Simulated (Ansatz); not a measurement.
Consider the following.

```
PtS2
1.0
    3.58364     0.00000     0.00000
   -1.79182     3.10352     0.00000
    0.00000     0.00000     4.79650
Pt S
1 2
Cartesian
  0.00000   0.00000   0.00000
  1.79182   1.03451   1.21059
  0.00000   2.06901   3.58591
```

No spin polarisation.

Method: PBE-D3(BJ)/PAW in Ansatz (an electronic-structure program), scalar-relativistic without spin-orbit coupling. Γ-centred 15×15×10 mesh, Fermi–Dirac width 0.05 eV.

Task: Predict the valence-band top at Γ (three highest levels, from the VBM).

Result: 0.00, -1.47, -1.47 eV.

Task: Predict the band gap.

Result: 0.24 eV.

Task: What hole mass does the calculation give?

Result: 0.35 mₑ along z, 0.73 mₑ across (at Γ).

Task: What is the computed pressure (mean of the normal stresses, compression positive)?

Result: -0.9 GPa.

With Pt present, leaving out spin-orbit coupling can change the band edges. The cells carry an imposed strain or load. Masses are band curvatures over ±0.01 Å⁻¹ around the edge. No phonon test of stability was made. The cell was made from PtS2 in the CdI2 type structure (space group P-3m1, No. 164; layered, stacked along the Cartesian z axis) by this change: uniaxial strain ε_zz = +3.00 %. The zero or small gap of PtS2 can change with the level of theory.
